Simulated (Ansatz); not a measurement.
**Ag, pressure series**

Consider Ag in the fcc (Cu type) structure (space group Fm-3m, No. 225; a = 4.104 Å).

Cell and atoms are relaxed at each pressure.

Level of theory: Kohn–Sham DFT with the r2SCAN functional, run in Ansatz (a quantum-chemistry and plane-wave program) with PAW and 500 eV plane waves, spin-orbit coupling left out.

```json
[
 {"pressure (GPa)": "-2", "volume per atom (Å³/atom)": "17.662"},
 {"pressure (GPa)": "-1", "volume per atom (Å³/atom)": "17.470"},
 {"pressure (GPa)": "0", "volume per atom (Å³/atom)": "17.279"},
 {"pressure (GPa)": "2.1", "volume per atom (Å³/atom)": "16.964"},
 {"pressure (GPa)": "4.5", "volume per atom (Å³/atom)": "16.629"},
 {"pressure (GPa)": "9", "volume per atom (Å³/atom)": "16.097"},
 {"pressure (GPa)": "15", "volume per atom (Å³/atom)": "?"},
 {"pressure (GPa)": "22.5", "volume per atom (Å³/atom)": "14.954"},
 {"pressure (GPa)": "30", "volume per atom (Å³/atom)": "14.488"}
]
```

**Question.** Fit the third-order Birch–Murnaghan form P(V) = (3B₀/2)[(V₀/V)^(7/3) − (V₀/V)^(5/3)]·[1 + (3/4)(B₀′ − 4)((V₀/V)^(2/3) − 1)] (squares taken in P) to the rows shown and predict the withheld row.

**Answer.** Least squares on the printed values gives V₀ = 17.293 Å³/atom, B₀ = 102 GPa, B₀′ = 5.7; this predicts 15.526 Å³/atom, and the run gives 15.524 Å³/atom, 0.002 lower.

Measured bulk modulus of Ag: 110 GPa (static lattice; corrected from measurement; as listed in H. Levämäki et al., Physical Review B (2014)); the computed value is 7 % below it.

Load acts through the strain it causes; cell and atoms are relaxed under it. Stability against distortions was not tested. No other phases were tried under pressure.
